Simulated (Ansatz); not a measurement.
## Cu3N: pressure series

Take Cu3N (space group Pm-3m, No. 221; a = 3.827 Å) as the base.

Cell and atoms are relaxed at each pressure.

Calculations: plane-wave PAW DFT at the PBE level (Ansatz, an electronic-structure program, 420 eV), without spin-orbit coupling.

Q: Only one of these has no band gap. Which?
A) pressure 0.7 GPa
B) pressure 0.3 GPa
C) pressure 10 GPa

A: C, pressure 10 GPa. Computed: pressure 0.3 GPa: 0.22 eV; pressure 10 GPa: zero; pressure 0.7 GPa: 0.20 eV

A case with no gap was solved on a k-mesh chosen for an insulator, which is coarse for it. Load acts through the strain it causes; cell and atoms are relaxed under it. No phonon test of stability was made. Competing high-pressure phases were not computed. The final runs are not spin-polarised. A zero or small gap of Cu3N can be the functional's error rather than a property of the material.
